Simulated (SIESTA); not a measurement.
Troubleshooting SIESTA: a failed run on CoP₃ (Im-3, 16 atoms in the cell). The aim is a self-consistent single point with DFT, GGA PBEsol, numerical atomic orbitals DZP, PseudoDojo PBEsol standard norm-conserving potentials (rewritten from UPF to PSML).

Cell that was meant: a = 6.6538 Å, b = 6.6538 Å, c = 6.6538 Å, α = 109.47°, β = 109.47°, γ = 109.47°.

Part of the input:

```
OccupationMPOrder            1
ElectronicTemperature        0.05 eV

MaxSCFIterations             3
SCF.MustConverge             false
SCF.Mixer.Method             Broyden
SCF.Mixer.Weight             0.2
SCF.Mixer.History            6
```

Output (repeated stretches shortened):

```
        iscf     Eharris(eV)        E_KS(eV)     FreeEng(eV)     dDmax    Ef(eV) dHmax(eV)
   scf:    1   -18570.525570   -18801.934393   -18801.934393  1.803311 -2.460008 33.839491
   scf:    2   -18627.090513   -18844.102786   -18844.101650  0.412460 -4.488767 24.183249
   scf:    3   -18913.952182   -18896.649969   -18896.649130  0.140825 -3.690928  2.785896
SCF_NOT_CONV: SCF did not converge  in maximum number of steps.
SCF_NOT_CONV: SCF did not converge  in maximum number of steps.
Geom step, scf iteration, dDmax, dHmax:    0     3      0.140825     0.204760
Geom step, scf iteration, dDmax, dHmax:    0     3      0.140825     0.204760

Using DM_out to compute the final energy and forces

   [... lines left out ...]
siesta: FreeEng =    -18896.649130
   [... lines left out ...]
siesta:     13    0.018920    0.000044   -0.362963
siesta:     14   -0.018920   -0.000044    0.362963
siesta:     15   -0.018962   -0.000272   -0.362893
siesta:     16    0.018962    0.000272    0.362893
siesta: ----------------------------------------
siesta:    Tot   -0.000000   -0.000000    0.000000

siesta: Stress tensor (static) (eV/Ang**3):
siesta:     0.029967    0.000055    0.000055
siesta:     0.000055    0.029967    0.000055
siesta:     0.000055    0.000055    0.029967

siesta: Cell volume =        226.768566 Ang**3

siesta: Pressure (static):
siesta:                Solid            Molecule  Units
siesta:          -0.00032638         -0.00024796  Ry/Bohr**3
siesta:          -0.02996718         -0.02276704  eV/Ang**3
siesta:         -48.01271586        -36.47681812  kBar
```

Diagnose the run.

The fault is an iteration limit that is too low, with the stop on failure switched off. The program then goes on with a density that is not self-consistent. To fix it, raise the limit and let the run stop on failure. The run ended unconverged after 3 iterations.

The sound input it was made from differs as follows (other fixes are possible):
```diff
-MaxSCFIterations             3
-SCF.MustConverge             false
+MaxSCFIterations             150
```

With that input, the run converged in 14 iterations: free energy E − TS -18898.1147 eV; Fermi level (on the code's own zero) -3.70 eV; pressure -3.30 GPa; largest force (vector length) 0.535 eV/Å (DFT, GGA PBEsol, numerical atomic orbitals DZP, PseudoDojo PBEsol standard norm-conserving potentials (rewritten from UPF to PSML)).

On the sound input: the starting cell comes from a database of computed structures (which also holds hypothetical and non-ambient phases and stackings), without a prior relaxation at this level. Spin polarisation is off, so a magnetic state, if there is one, cannot be reached. Values carry the incompleteness of an atom-centred basis. With a pressure of about -3 GPa the cell is away from its equilibrium volume at this level.
